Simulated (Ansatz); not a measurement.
Take SrHfO₃ in the cubic perovskite structure (space group Pm-3m, No. 221; a = 4.106 Å) as the base.

All numbers come from PBEsol in Ansatz (plane waves to 420 eV, PAW, scalar-relativistic without spin-orbit coupling).

Before the change:

```
Property                           Value
-------------  -------------------------
Electron mass  0.33, 0.33, 2.0 mₑ (at Γ)
Band gap                         3.72 eV
Density                       7.54 g/cm³
```

Modification: Ba takes the place of Sr on all its sites; the structure is relaxed again.

Tabulated Pauling electronegativity and covalent radius: Sr 0.95, 1.95 Å; Ba 0.89, 2.15 Å.

Problem. How does this affect the electron mass, band gap and density?

Solution. The electron mass (degenerate bands, along [100]) becomes 0.33, 0.33, 2.2 mₑ (at Γ) (base: 0.33, 0.33, 2.0 mₑ (at Γ)); the band gap falls by 0.14 eV (3.72 eV → 3.58 eV); the density goes up by 0.87 g/cm³ (7.54 g/cm³ → 8.41 g/cm³).

Spin-orbit coupling, missing from the scalar runs, can matter with Hf. Effective masses come from finite differences of ±0.01 Å⁻¹. Whether these cells are dynamically stable was not tested. Many cubic perovskites are stable only at high temperature; tilts and polar distortions were not tested.

Ansatz is a quantum-chemistry and plane-wave program.
